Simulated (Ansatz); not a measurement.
Start from Y in the hcp (Mg type) structure (space group P6_3/mmc, No. 194; a = 3.652 Å, c = 5.703 Å; relaxed with 0.1 eV smearing).

Calculations: DFT with PBE, PAW potentials and a 420 eV plane-wave cutoff in Ansatz (a program for electronic structure), without spin-orbit coupling.

Before the change:

| Quantity | Result |
|---|---|
| Pressure | 0.0 GPa |

One thing is altered: every lattice vector is shortened by 1.00 %, atoms relaxed at fixed cell.

Q: Predict the new pressure and energy relative to the base.

A: The pressure (mean of the normal stresses, compression positive) goes from zero to 1.3 GPa; the energy goes up by 3.8 meV/atom.

The cells carry an imposed strain or load. No phonon test of stability was made. The final runs are not spin-polarised.
